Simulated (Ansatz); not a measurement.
**Ga₂O₃ (space group C2/m, No. 12)**

```cif
data_Ga8O12
_chemical_formula_sum 'Ga8 O12'
_space_group_name_H-M_alt 'C2/m'
_space_group_IT_number 12
_space_group_name_Hall '-C 2y'
_cell_length_a 12.25468
_cell_length_b 3.03888
_cell_length_c 5.80782
_cell_angle_alpha 90.000
_cell_angle_beta 103.806
_cell_angle_gamma 90.000
loop_
_atom_site_label
_atom_site_type_symbol
_atom_site_symmetry_multiplicity
_atom_site_Wyckoff_symbol
_atom_site_fract_x
_atom_site_fract_y
_atom_site_fract_z
_atom_site_occupancy
Ga1 Ga 4 i 0.09051 0.00000 0.79479 1
Ga2 Ga 4 i 0.15871 0.50000 0.31446 1
O1 O 4 i 0.16418 0.00000 0.10912 1
O2 O 4 i 0.17333 0.00000 0.56353 1
O3 O 4 i 0.49625 0.00000 0.25623 1
```
(The calculation used a cell of 10 atoms; values per cell refer to that cell.)

All numbers come from Ansatz (a quantum-chemistry and plane-wave program) r2SCAN, no spin-orbit coupling, earlier PAW set. Γ-centred 11×11×6 mesh, Fermi–Dirac width 0.05 eV.

- Volume per atom = 10.50 Å³
- Density = 5.93 g/cm³
- Band gap = 3.03 eV, indirect, k = (0.455, -0.455, -1/2) in the run's primitive reciprocal basis → Γ
- Lowest conduction-band minima above the VBM = Γ 3.03 eV
- Total energy = -1857.787 eV/atom (σ→0; compares only within this code and set-up)

No phonon test of stability was made.
